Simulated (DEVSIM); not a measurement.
System: W/SiO2/n-Si capacitor, at 300 K.

Layer 1 from the left is SiO2, thickness (nm) 4.80. Layer 2 from the left is Si, thickness (nm) 620, Nd (cm⁻³) 8.6e17.

Metal gate on the left, work function 4.6 eV. Fixed charge at the semiconductor interface -1.9e10 cm⁻² (in units of +e); no interface traps.

Constants are typed, rounded textbook-type inputs, not results; the design itself was drawn at random and stands for no fabricated device. Values at 300 K.

SiO2: gap (eV) 9, affinity (eV) 0.9, permittivity 3.9. Si: gap (eV) 1.124, affinity (eV) 4.05, permittivity 11.7, Nc (cm⁻³) 2.86e19, Nv (cm⁻³) 3.1e19.

Simulated with DEVSIM: 1D Poisson equation in equilibrium, Boltzmann statistics, complete ionisation; no quantum confinement or tunnelling. Metal contacts follow the ideal Schottky-Mott rule: no Fermi-level pinning, no interface dipoles.

Problem. What does the simulation give for the flat-band voltage, the minimum of the low-frequency capacitance?

Solution. flat-band voltage 0.46 V; minimum of the low-frequency capacitance 0.214 μF/cm².
